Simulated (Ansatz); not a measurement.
Base system: TiSi$_{2}$ (space group Cmcm, No. 63; a = 3.515 Å, b = 13.348 Å, c = 3.557 Å).

Calculations: DFT with PBEsol, PAW potentials and a 420 eV plane-wave cutoff in Ansatz (a first-principles code), scalar-relativistic without spin-orbit coupling.

One change was made to it. Results:

```csv
quantity,base,after
density,4.14 g/cm³,4.23 g/cm³
shortest interatomic distance,2.394 Å,2.386 Å
band gap,zero,zero
```

Q: Name the change that was made.
(A) pressure 3 GPa
(B) pressure 15 GPa
(C) pressure 7 GPa

A: A, pressure 3 GPa. For comparison, the density in the other runs: pressure 7 GPa gives 4.34 g/cm³; pressure 15 GPa gives 4.53 g/cm³.

Load acts through the strain it causes; cell and atoms are relaxed under it. Whether these cells are dynamically stable was not tested. Competing high-pressure phases were not computed. The final runs are not spin-polarised.
